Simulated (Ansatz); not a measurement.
Here is the system:

```xyz
4
Lattice="4.5211 0.0000 0.0000 -2.2606 3.9154 0.0000 0.0000 0.0000 7.5971" Properties=species:S:1:pos:R:3 pbc="T T T"
Cd     0.0000     2.6103     0.0213
Cd     2.2606     1.3051     3.8198
Te     0.0000     2.6103     2.8276
Te     2.2606     1.3051     6.6261
```

Method: PBEsol with spin-orbit coupling, rigid bands (plane waves, PAW; Ansatz, a program for electronic structure). Condition of this run: biaxial stress xx = yy = 1 GPa (compression positive) (the target of the relaxation). Geometry: cell and atoms relaxed with PBEsol, then loaded as said.

### Question
Predict the electron conductivity mass (n e² τ/σ) at 300 K, by direction if it differs.

### Answer
0.064 (x), 0.064 (y), 0.059 (z) mₑ.

### Question
What conductivity effective mass do dilute holes have at 300 K?

### Answer
0.27 (x), 0.27 (y), 1.09 (z) mₑ.

### Question
And the band gap?

### Answer
0.40 eV at this level; semilocal functionals usually fall short of the measured gap.

Rigid bands, one relaxation time for all states, no polarons.
